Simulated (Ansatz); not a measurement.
# Input and output of a self-consistent single point for Ca₂AgPd₂ (Imm2, 5 atoms in the cell) (Ansatz)

Computed with PBEsol, default PAW files made with PBE (plane waves; Ansatz, an electronic-structure program).

Input:

Ansatz 0.2 input:
```yaml
# Ca2AgPd2
crystal:
  lattice:
    - [-2.250612, 2.901950, 4.229355]
    - [2.250612, -2.901950, 4.229355]
    - [2.250612, 2.901950, -4.229355]
  atoms:
    - { symbol: Ca, position_ang: [0.000000, 2.901950, 1.760435] }
    - { symbol: Ca, position_ang: [2.250612, 0.000000, 2.518919] }
    - { symbol: Ag, position_ang: [0.000000, 0.000000, 0.000000] }
    - { symbol: Pd, position_ang: [0.000000, 1.341804, 4.229355] }
    - { symbol: Pd, position_ang: [2.250612, 1.560146, 0.000000] }
basis:
  ecutwfc: 420.0
kpoints:
  mp_grid:
    grid: [7, 7, 7]
hamiltonian:
  xc: pbesol
  pseudopotentials:
    kind: paw
scf:
  occupations:
    method: fermi_dirac
    width: 0.1
output:
  forces: true
  eigenvalues: true
  stress: true
```

The program printed (abridged):

```
WARN ansatz: RAYON_NUM_THREADS=1 ignored (pool sized by the plan → 1); use --threads N
Pseudopotentials: kind: paw
Pseudopotential: Ca, paw, valence charge 10
Pseudopotential: Ag, paw, valence charge 19
Pseudopotential: Pd, paw, valence charge 18
Crystal: 5 atoms, lattice volume = 110.490 Å³
Basis set: ecut = 420 eV, 2169 PW (Γ), exchange–correlation on 80×80×80 points (8 copies of the dense FFT grid, shifted against one another)
Bands: 45, of which v1, the nominal top of the filled ones, is band 38 counted from 1 (37 counted from 0)
Symmetry: 4 space group operations
Space group: Imm2 (ITA 44), of the structure as read, at distance tolerance 4.8e-5 Å
k-points: 64 of 343 (time reversal used)
PAW frozen core: Ca, regenerated for the run's functional, and the local potential with it
PAW frozen core: Ag, regenerated for the run's functional, and the local potential with it
PAW frozen core: Pd, regenerated for the run's functional, and the local potential with it
Initial density: superposition of atomic densities (neutral atoms: chi_scale 0, normalization atom), corrected by the library's trained network
Initial wavefunctions: pseudopotential atomic-orbital guess
Eigensolver: davidson
Functional: x = pbesol(κ = 0.804, μ = 0.12345679012345678), c = pbesol(β = 0.046)
SCF iter   1: F=—  HF=-24925.879697 eV  |F-HF|=—  |Δ(HF+E_count)|=         —  Δρ=7.87e-3  dr2=7.90e-2  ethr=1.77e-3  ⟨swp⟩=8.4  Hψ=12328  notcnv=0
all-band conjugate gradients solve this SCF's bands
preconditioner: auto → Kerker (q_TF=auto, 2.558 Å⁻¹)
SCF iter   2: F=—  HF=-24925.864782 eV  |F-HF|=—  |Δ(HF+E_count)|=   1.49e-2  Δρ=3.43e-3  dr2=2.02e-2  ethr=1.05e-4  ⟨swp⟩=2.8  Hψ=5266  notcnv=0
SCF iter   3: F=—  HF=-24925.861079 eV  |F-HF|=—  |Δ(HF+E_count)|=   3.70e-3  Δρ=8.15e-4  dr2=7.01e-4  ethr=2.69e-5  ⟨swp⟩=2.0  Hψ=3733  notcnv=0
SCF iter   4: F=—  HF=-24925.860953 eV  |F-HF|=—  |Δ(HF+E_count)|=   1.26e-4  Δρ=3.70e-4  dr2=3.66e-4  ethr=9.35e-7  ⟨swp⟩=2.0  Hψ=4889  notcnv=0
SCF iter   5: F=—  HF=-24925.860897 eV  |F-HF|=—  |Δ(HF+E_count)|=   5.62e-5  Δρ=1.19e-4  dr2=4.06e-5  ethr=4.88e-7  ⟨swp⟩=1.5  Hψ=2960  notcnv=0
SCF iter   6: F=—  HF=-24925.860892 eV  |F-HF|=—  |Δ(HF+E_count)|=   5.11e-6  Δρ=3.90e-5  dr2=2.08e-6  ethr=5.41e-8  ⟨swp⟩=2.0  Hψ=3700  notcnv=0
SCF iter   7: F=—  HF=-24925.860892 eV  |F-HF|=—  |Δ(HF+E_count)|=   1.89e-7  Δρ=1.08e-5  dr2=1.73e-7  ethr=2.77e-9  ⟨swp⟩=2.0  Hψ=3963  notcnv=0
SCF iter   8: F=-24925.860892 eV  HF=-24925.860892 eV  |F-HF|=1.04e-8  |Δ(HF+E_count)|=   1.07e-8  Δρ=3.28e-6  dr2=2.03e-8  ethr=1.33e-10  ⟨swp⟩=5.0  Hψ=10318  notcnv=0
SCF 1 converged in 8 iterations: F = -24925.860892 eV  dr2 = 2.03e-8
SCF converged after 8 iterations
Free energy (F): -24925.860892 eV
Harris-Foulkes:  -24925.860892 eV  (|F-HF|=1.04e-8)
Internal energy: -24925.800902 eV  (E = F + TS)
E sigma→0 (E₀):  -24925.830897 eV
Entropy (-TS):   -0.059990 eV (-11.998 meV/atom)
Fermi energy:    11.696889 eV
--- Per-component energies (eV) ---
  E_band       = -1103.592947
  E_kinetic    = 2114.376594
  E_local      = -9653.490816  (includes V_loc(G=0)·N_el)
  E_nonlocal   = 648.934588
  E_hartree    = 3993.552484
  E_xc         = -790.687639
  E_vxc        = -997.242154  (∫ρ·V_xc dr)
  E_paw        = -12878.938455  (= ΣΔE_a)
  E_vpaw       = -1203.268748  (= ΣTr[D̂ρ^β])
  E_aug_tail   = 0.000675  (compensation charges beyond the density's cutoff)
  E_ewald      = -8360.713709
  E_core_change = 1.165376  (= ΣΔE_core)
  E_smearing   = -0.059990  (= −TS)
  E_closure    = -0.000000  (closes the sum)
  Σ components = -24925.860892   (vs F -24925.860892, Δ=0.00e0)
--- Forces (eV/Å), atoms counted from 1 ---
  atom   1  Ca    -0.00000000     0.00000000    -0.19276017
  atom   2  Ca     0.00000000     0.00000000     0.04628133
  atom   3  Ag     0.00000000     0.00000000     0.02797408
  atom   4  Pd     0.00000000    -0.01689215     0.05925018
  atom   5  Pd     0.00000000     0.01689215     0.05925018
  max |Σ_I F_I| component: 4.39e-6 eV/Å
--- Stress (GPa, compression-positive) ---
       -2.795063       0.000000      -0.000000
        0.000000      -3.052977       0.000000
       -0.000000       0.000000      -2.203705
  P = ⅓ Tr σ = -2.6839 GPa (-26.839 kbar)
  The stress holds the Pulay correction. Without it, at fixed plane waves, as pw.x and ABINIT print it: P = -2.7028 GPa
--- Band table (eV; the first three rows and the last of 64) ---
  k-point 0: bands = ["-80.1393", "-72.3078", "-72.2935", "-43.6450", "-43.6264", "-43.6254", "-38.1453", "-38.0835", "-38.0676", "-38.0598", "-38.0454", "-37.9761", "-29.0186", "-28.9899", "-10.2181", "-10.1559", "-10.1358", "-10.0972", "-10.0759", [...]
  k-point 1: bands = ["-80.1393", "-72.3075", "-72.2937", "-43.6449", "-43.6265", "-43.6253", "-38.1407", "-38.0831", "-38.0680", "-38.0601", "-38.0454", "-37.9806", "-29.0167", "-28.9914", "-10.2076", "-10.1601", "-10.1306", "-10.1132", "-10.0813", [...]
  k-point 2: bands = ["-80.1393", "-72.3069", "-72.2944", "-43.6449", "-43.6267", "-43.6252", "-38.1297", "-38.0821", "-38.0690", "-38.0598", "-38.0462", "-37.9915", "-29.0125", "-28.9946", "-10.1967", "-10.1789", "-10.1500", "-10.1053", "-10.0825", [...]
  k-point 63: bands = ["-80.1393", "-72.3078", "-72.2935", "-43.6450", "-43.6265", "-43.6253", "-38.1452", "-38.0839", "-38.0674", "-38.0603", "-38.0452", "-37.9762", "-29.0053", "-29.0010", "-10.2313", "-10.1805", "-10.1451", "-10.0896", [...]
```

The run converged in 8 iterations.

The starting cell comes from a database of computed structures (which also holds hypothetical and non-ambient phases and stackings), without a prior relaxation at this level. Its lattice was rescaled by up to half a per cent. One atom was moved a little off its site on purpose. Spin polarisation is off. Ansatz's pressure includes its estimate of the finite-basis (Pulay) stress.
